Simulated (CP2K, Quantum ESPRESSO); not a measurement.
Equation of state of rutile-structure SiO2 (space group 136): energy against volume (CP2K, PBE)

```
SiO2
1.0
    4.10568     0.00000     0.00000
    0.00000     4.10568     0.00000
    0.00000     0.00000     2.62252
Si O
2 4
Cartesian
  0.00000   0.00000   0.00000
  2.05284   2.05284   1.31126
  1.25634   1.25634   0.00000
  3.30917   0.79650   1.31126
  0.79650   3.30917   1.31126
  2.84934   2.84934   0.00000
```

Method of the run: PBE, GPW, DZVP-MOLOPT-SR-GTH basis, GTH-PBE potentials (GTH_POTENTIALS) in CP2K. Settings: CUTOFF = 580 Ry; REL_CUTOFF = 60 Ry; SMEAR/METHOD = FERMI_DIRAC; ELECTRONIC_TEMPERATURE = 116.05 K; KPOINTS/SCHEME = MONKHORST-PACK 8 8 12; GAMMA_CENTERED = T; XC_FUNCTIONAL = PBE; Si/BASIS_SET = DZVP-MOLOPT-SR-GTH-q4; Si/POTENTIAL = GTH-PBE-q4; O/BASIS_SET = DZVP-MOLOPT-SR-GTH-q6; O/POTENTIAL = GTH-PBE-q6; METHOD = GPW; EPS_DEFAULT = 1e-10; NGRIDS = 4; SCF_GUESS = ATOMIC; EPS_SCF = 1e-06. The cell above is the first row's. The rows scale it uniformly. In all rows fractional positions and the k mesh are held. E is the free energy at the stated smearing, counted from the lowest row.

```csv
V (Å^3/atom),E (meV/atom)
7.3678,?
7.5280,33.15
7.6881,14.94
7.8483,4.15
8.0085,0.00
8.1686,1.83
8.3288,9.06
8.4890,21.16
8.6491,38.20
```

The 8 complete rows are fitted with the third-order Birch-Murnaghan form, a cubic in V^(-2/3), E against V. With u = V^(-2/3) - 0.248, the rows have u = 0.012344, 0.008717, 0.005211, 0.001823, -0.001452, -0.004624, -0.007695, -0.010670. Least squares gives E = 0.244 - 649.73·u + 270215·u² - 152388·u³. Residuals (row less fit): 0.039, -0.072, -0.024, 0.043, 0.072, 0.019, -0.153, 0.075; standard error 0.105 (degrees of freedom: 4). Its minimum lies at u = 0.001203, so V0 = (0.249203)^(-3/2) = 8.038. There d²E/du² = 539300 and d³E/du³ = -914300, so B0 = (4/9) × 8.038^(-7/3) × 539300 × 0.160218 = 297 GPa (the last factor turns the table's units into GPa), and B0' = 4 + (2/3) × 0.249203 × (-914300)/539300 = 3.7. The program's pressures in the fitted runs (not shown) pass through zero at V = 8.04, 0.02 % from this V0.

### Question
Predict the withheld E at V = 7.3678 from the fit, and compare with the calculation.

### Answer
u = 0.016104, so E = 0.244 - 649.73 × 0.016104 + 270215 × 0.016104² - 152388 × 0.016104³ = 59.222 meV/atom. The calculation gives 59.44 meV/atom, 0.218 meV/atom above the prediction (0.4 % of the range of E in the table). The row lies outside the fitted rows, so this is an extrapolation. From the scatter of the fitted rows alone, a prediction at this place has a standard error of 0.310 meV/atom, so the miss is 0.7 times that.

Carrying the step between the two nearest rows on in a straight line would have given 51.37, off by 8.07; series whose last step already gives the withheld value aren't shown. The scan was laid around a cell of about the measured size, scaled by a guess for this functional; axis ratios and inner coordinates come from that cell. This is stishovite, a high-pressure phase. The runs keep the symmetry of the cell, so they don't test it for distortions. A plane-wave scan with the same functional (Quantum ESPRESSO, GBRV) gives V0 = 8.04 Å^3/atom and B0 = 299 GPa; a Birch-Murnaghan fit to all rows here lies 0.0 % from it in V0 and -1 % in B0; the two differ in basis, and may differ in potentials and mesh. Values carry the incompleteness of an atom-centred basis. The shape of the cell and the inner coordinates aren't relaxed, so V0 and B0 belong to this uniform scaling; a relaxed crystal lies no higher in energy and is usually softer (forces reach 0.68 eV/Å in these rows). Cutoffs and mesh are single choices, not tested for convergence of this quantity. Series with a scatter that would blur these digits, or in which a gap closes, are not shown. Nor are scans whose minimum lies at an end fitted in this form.
